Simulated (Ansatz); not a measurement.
We consider GaP (R-3m, No. 166, 4 atoms in the cell; start mp-1018275; a measured phase of this formula has another space group), described by r²SCAN (plane waves, PAW; Ansatz, a quantum-chemistry and plane-wave program).

Settings: plane-wave cutoff 560 eV, 10×10×10 k mesh, Fermi–Dirac smearing 0.01 eV, scalar-relativistic PAW data made under PBE.

Cell (relaxed at this level):

```cif
data_Ga6P6
_chemical_formula_sum 'Ga6 P6'
_space_group_name_H-M_alt 'R-3m :H'
_space_group_IT_number 166
_space_group_name_Hall '-R 3 2"'
_cell_length_a 3.84139
_cell_length_b 3.84139
_cell_length_c 19.11843
_cell_angle_alpha 90.000
_cell_angle_beta 90.000
_cell_angle_gamma 120.000
loop_
_atom_site_label
_atom_site_type_symbol
_atom_site_symmetry_multiplicity
_atom_site_Wyckoff_symbol
_atom_site_fract_x
_atom_site_fract_y
_atom_site_fract_z
_atom_site_occupancy
Ga1 Ga 6 c 0.00000 0.00000 0.43577 1
P1 P 6 c 0.00000 0.00000 0.05767 1
```
(The calculation used a cell of 4 atoms; values per cell refer to that cell.)

Problem. Estimate the band gap and smallest direct gap on the k points sampled that the calculation returns.

Solution. 
band gap: 1.02 eV (indirect)
smallest direct gap on the k points sampled: 1.59 eV

Spin–orbit coupling is not included.

Computed values are for the static lattice.

Computing time: around 30 core-seconds (rough).

A start named mp-… is a Materials Project structure, which need not be a measured phase.
